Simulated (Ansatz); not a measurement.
**hypothetical Pn-3m Li2S with two functionals**

Start from Li$_{2}$S (space group Pn-3m, No. 224; a = 5.228 Å; a hypothetical phase, not in the database extracts checked).

(Cell as relaxed with PBE.)

Levels (all Ansatz, a first-principles code, PAW): PBE (420 eV, without spin-orbit coupling); r2SCAN (500 eV, spin-orbit coupling left out).

Each level relaxes its own structure.

```json
[
 {"quantity": "volume per atom", "PBE": "23.82 Å³", "r2SCAN": "…"},
 {"quantity": "lattice parameter a", "PBE": "522.8 pm", "r2SCAN": "…"},
 {"quantity": "band gap", "PBE": "2.91 eV", "r2SCAN": "…"},
 {"quantity": "gap character", "PBE": "indirect, X → Γ", "r2SCAN": "…"},
 {"quantity": "electron mass", "PBE": "0.42 mₑ", "r2SCAN": "…"},
 {"quantity": "hole mass (degenerate bands, along [100])", "PBE": "2.4 mₑ", "r2SCAN": "…"}
]
```

### Question
What does r2SCAN give?

### Answer

- volume per atom, r2SCAN: 23.75 Å³
- lattice parameter a, r2SCAN: 522.3 pm
- band gap, r2SCAN: 3.40 eV
- gap character, r2SCAN: indirect, X → Γ
- electron mass, r2SCAN: 0.42 mₑ
- hole mass (degenerate bands, along [100]), r2SCAN: 2.4 mₑ

PBE's volume per atom lies 0.07 Å³ above r2SCAN's (0.3 %); PBE's lattice parameter a lies 0.5 pm above r2SCAN's (0.1 %); PBE's band gap lies 0.49 eV below r2SCAN's; the two agree on the gap character, electron mass and hole mass. Neither level is exact; r2SCAN is the comparison here, not a measurement.

Effective masses come from finite differences of ±0.01 Å⁻¹. No phonon test of stability was made.
